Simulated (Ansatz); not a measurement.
Base system: NaF in the rock salt structure (space group Fm-3m, No. 225; a = 4.6291 Å). Axes: x, y, z lie along the cube axes.

All numbers come from DFT with PBEsol, PAW potentials and a 420 eV plane-wave cutoff in Ansatz (a first-principles code), scalar-relativistic without spin-orbit coupling.

Strains are applied to the cell and any free atomic positions relax; under biaxial strain the out-of-plane vector relaxes too.

One change was made to it. Results:

| quantity | base | after |
|---|---|---|
| band gap | 6.20 eV | 6.04 eV |
| energy relative to the base (free energy F) | 0 meV/atom | +3.3 meV/atom |

Task: Name the change that was made.
A) biaxial strain −1.00 %, plane normal [001], relaxed out of plane
B) biaxial strain +3.00 %, plane normal [001], relaxed out of plane
C) biaxial strain +2.00 %, plane normal [001], relaxed out of plane
D) biaxial strain +1.00 %, plane normal [001], relaxed out of plane

Result: C, biaxial strain +2.00 %, plane normal [001], relaxed out of plane. For comparison, the band gap in the other runs: biaxial strain +1.00 %, plane normal [001], relaxed out of plane gives 6.12 eV; biaxial strain +3.00 %, plane normal [001], relaxed out of plane gives 5.96 eV; biaxial strain −1.00 %, plane normal [001], relaxed out of plane gives 6.28 eV.

Whether these cells are dynamically stable was not tested.
